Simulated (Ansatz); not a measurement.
**ceria (1 1 1) on zinc-blende GaP (1 1 1) (film strained to the substrate, started from cuts of the bulks and a machine-learned relaxation; metallic at this level, with no gap by band count; slabs Ga5P5 and Ce4O8, which can lie off the formulas)**

A periodic stack without vacuum, ceria (1 1 1) on zinc-blende GaP (1 1 1) (film strained to the substrate, started from cuts of the bulks and a machine-learned relaxation; metallic at this level, with no gap by band count; slabs Ga5P5 and Ce4O8, which can lie off the formulas): substrate slab Ga5P5, film Ce4O8, surface cells [[0, 1], [-1, 0]] and [[0, -1], [1, 0]], film strained by +0.8 and +0.8 %, outermost planes Ga/P and O/O as cut, which need not be the usual terminations and can put a slab off its formula.

The start was prepared with a machine-learned potential, and the result is one local minimum, with the in-plane cell held and forces under 0.04 eV/Å; the film can end far from its bulk form.

Calculation: PBE (plane waves to 420 eV, PAW; Ansatz, an electronic-structure program). Spin–orbit coupling is left out; the runs are not spin-polarised; PBE gaps are too small against experiment; cerium has no Hubbard term. Its k-point mesh 7×7×1, Fermi–Dirac width 0.05 eV.

| Item | Result |
|---|---|
| interface area | 13.1 Å² |
| period | 28.85 Å |
| heights between the nearest atoms of the two slabs at the two interfaces | 1.63 and 1.87 Å |
| Ce–Ga contacts across the interfaces within 1.22 times the sum of covalent radii | 4, mean 3.79 Å |
| Ce–P contacts across the interfaces within 1.22 times the sum of covalent radii | 3, mean 3.77 Å |
| Ga–O contacts across the interfaces within 1.22 times the sum of covalent radii | 1, mean 1.87 Å |
| O–P contacts across the interfaces within 1.22 times the sum of covalent radii | 1, mean 1.63 Å |
| two interfaces | unlike, so that offsets are their mean |

```yaml
crystal:
  lattice:
    - [3.89257, 0.00080, -0.15460]
    - [-1.94549, 3.37172, 0.14347]
    - [1.17117, -0.57957, 28.81939]
  atoms:
    - { symbol: Ga, position: [0.93206, 0.06789, 0.03962] }
    - { symbol: Ga, position: [0.26571, 0.73412, 0.14944] }
    - { symbol: Ga, position: [0.59919, 0.40055, 0.25934] }
    - { symbol: Ga, position: [0.93260, 0.06723, 0.36930] }
    - { symbol: Ga, position: [0.26645, 0.73370, 0.47882] }
    - { symbol: P, position: [0.26531, 0.73465, 0.06687] }
    - { symbol: P, position: [0.59896, 0.40089, 0.17683] }
    - { symbol: P, position: [0.93245, 0.06736, 0.28686] }
    - { symbol: P, position: [0.26586, 0.73402, 0.39683] }
    - { symbol: P, position: [0.59974, 0.40047, 0.50640] }
    - { symbol: Ce, position: [0.26641, 0.73381, 0.61123] }
    - { symbol: Ce, position: [0.93282, 0.06736, 0.71955] }
    - { symbol: Ce, position: [0.59918, 0.40094, 0.82710] }
    - { symbol: Ce, position: [0.26551, 0.73455, 0.93457] }
    - { symbol: O, position: [0.59963, 0.40053, 0.56304] }
    - { symbol: O, position: [0.93302, 0.06715, 0.62819] }
    - { symbol: O, position: [0.26623, 0.73397, 0.68690] }
    - { symbol: O, position: [0.59940, 0.40076, 0.74466] }
    - { symbol: O, position: [0.93259, 0.06755, 0.80003] }
    - { symbol: O, position: [0.26576, 0.73434, 0.85714] }
    - { symbol: O, position: [0.59894, 0.40113, 0.91294] }
    - { symbol: O, position: [0.93214, 0.06787, 0.97480] }
```
